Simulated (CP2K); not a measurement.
CP2K run on OsRu (P-6m2, 2 atoms in the cell): self-consistent single point.

Method: PBEsol, GPW, DZVP-MOLOPT-SR-GTH basis, GTH-PBE potentials (GTH_POTENTIALS) in CP2K 2026.2.

```xyz
2
Lattice="2.6913 0.0000 0.0000 -1.3456 2.3307 0.0000 0.0000 0.0000 4.2440" Properties=species:S:1:pos:R:3 pbc="T T T"
Ru     0.0000     1.5538     0.0000
Os     1.3456     0.7769     2.1220
```

Reference input (self-consistent single point, DFT LDA (Pade form), GPW, DZVP-MOLOPT-SR-GTH basis, GTH-PADE potentials (GTH_POTENTIALS)): CUTOFF = 500 Ry; REL_CUTOFF = 50 Ry; SMEAR/METHOD = FERMI_DIRAC; ELECTRONIC_TEMPERATURE = 1160.45 K; KPOINTS/SCHEME = MONKHORST-PACK 9 9 5; XC_FUNCTIONAL = PADE; Ru/BASIS_SET = DZVP-MOLOPT-SR-GTH-q16; Ru/POTENTIAL = GTH-PADE-q16; Os/BASIS_SET = DZVP-MOLOPT-SR-GTH-q16; Os/POTENTIAL = GTH-PADE-q16; METHOD = GPW; EPS_DEFAULT = 1e-10. This run's input differs from it in these lines:

```diff
@@ -43,3 +43,6 @@
     &XC
-      &XC_FUNCTIONAL PADE
+      &XC_FUNCTIONAL
+        &PBE
+          PARAMETRIZATION PBESOL
+        &END PBE
       &END XC_FUNCTIONAL
@@ -73,3 +76,3 @@
       BASIS_SET DZVP-MOLOPT-SR-GTH-q16
-      POTENTIAL GTH-PADE-q16
+      POTENTIAL GTH-PBE-q16
     &END KIND
@@ -77,3 +80,3 @@
       BASIS_SET DZVP-MOLOPT-SR-GTH-q16
-      POTENTIAL GTH-PADE-q16
+      POTENTIAL GTH-PBE-q16
     &END KIND
```

Output (repeated stretches shortened):

```
 SCF WAVEFUNCTION OPTIMIZATION

  Step     Update method      Time    Convergence         Total energy    Change
     1 NoMix/Diag. 0.20E+00      -     1.02940378      -187.3863887642 -1.87E+02
     2 Broy./Diag. 0.20E+00      -     0.14416984      -188.9216941445 -1.54E+00
     3 Broy./Diag. 0.20E+00      -     0.02563112      -187.9192738891  1.00E+00
     4 Broy./Diag. 0.20E+00      -     0.03932594      -186.9244552404  9.95E-01
     5 Broy./Diag. 0.20E+00      -     0.00282621      -186.2912162163  6.33E-01
     6 Broy./Diag. 0.20E+00      -     0.00686042      -186.3195679573 -2.84E-02
   [... 4 lines left out ...]
    11 Broy./Diag. 0.20E+00      -     0.00000913      -186.3466551461  2.33E-05
    12 Broy./Diag. 0.20E+00      -     0.00000085      -186.3466271421  2.80E-05
    13 Broy./Diag. 0.20E+00      -     0.00000062      -186.3466286331 -1.49E-06
    14 Broy./Diag. 0.20E+00      -     0.00000002      -186.3466293641 -7.31E-07
  *** SCF run converged in    14 steps ***

  Overlap energy of the core charge distribution:               0.00000000075716
  Self energy of the core charge distribution:               -306.82224221559557
  Core Hamiltonian energy:                                     69.70252326386591
  Hartree energy:                                              70.34258901029578
  Exchange-correlation energy:                                -19.56810046421973
  Electronic entropic energy:                                  -0.00139895922475
  Fermi energy:                                                 0.70934595605551

  Total energy:                                              -186.34662936411988
  Total energy (extrapolated to T->0):                       -186.34592988450751

                     Mulliken Population Analysis

   [... lines left out ...]

 STRESS| Analytical stress tensor [bar]
 STRESS|                        x                   y                   z
 STRESS|      x        7.58999505437E+04   7.20644721556E-01  -1.74310725370E-08
 STRESS|      y        7.20644721556E-01   7.59008417831E+04   8.53786114476E-09
 STRESS|      z       -1.74310725370E-08   8.53786114476E-09   1.04478506923E+05
 STRESS| 1/3 Trace                                             8.54264330832E+04
```

The run converged in 14 iterations. Against the reference run the pressure goes from -10.07 to 8.54 GPa.

The starting cell comes from a database of computed structures (which also holds hypothetical and non-ambient phases and stackings), without a prior relaxation at this level. Its lattice was rescaled by a random factor within 2.5 % of one. Spin polarisation is off. Values carry the incompleteness of an atom-centred basis. The potentials were made for another functional than the one used. With a pressure of about 9 GPa the cell is away from its equilibrium volume at this level.

Cost on one core of a shared machine: roughly 2 min.
